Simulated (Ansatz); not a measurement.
Consider IrO2 in the rutile structure (space group P4_2/mnm, No. 136; a = 4.529 Å, c = 3.180 Å).

Levels (all Ansatz, a first-principles code, PAW): PBE (420 eV, no spin-orbit coupling); PBE+SOC (420 eV, noncollinear with spin-orbit coupling).

The geometry is relaxed with PBE.

| Property | Value |
|---|---|
| PBE pressure | 0.0 GPa |

### Question
Predict the pressure from PBE+SOC.

### Answer
The pressure goes from zero to 1.5 GPa.

Single points use the geometry relaxed with PBE. The spin-orbit shifts are approximate. Whether these cells are dynamically stable was not tested. No Hubbard U is applied, and correlation can decide whether such a compound is a metal. The runs without spin-orbit coupling are not spin-polarised.
